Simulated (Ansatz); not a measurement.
For BP (model structure, started from the BN type, Pm-3n, No. 223, 12 atoms in the cell), LDA (plane waves, PAW; Ansatz, a first-principles code) gives:

```
Item                      Result
------------------  ------------
lattice constant a       5.523 Å
cohesive energy     5.89 eV/atom
band gap                 0.45 eV
```

Task: What does r²SCAN+rVV10 (Ansatz, PAW) give for the same quantities?

Result: 
- lattice constant a: 5.569 Å (goes up by 0.8 %)
- cohesive energy: 5.05 eV/atom (drops by 0.84 eV/atom)
- band gap: 0.57 eV (increases by 0.12 eV)

Changes are worked out from the printed values.

Unless a cell is named, each level is at its own relaxed cell (LDA 14.04, r²SCAN+rVV10 14.39 Å³/atom).

Density-functional gaps are differences of (generalised) Kohn–Sham levels.

Ansatz's density-functional and Hartree–Fock values are scalar-relativistic unless marked +SOC, with PAW data made under PBE.

A model structure was made by putting elements into a prototype or built by hand; it is no filed structure, need not be a known phase, and can be a saddle point held by its symmetry.
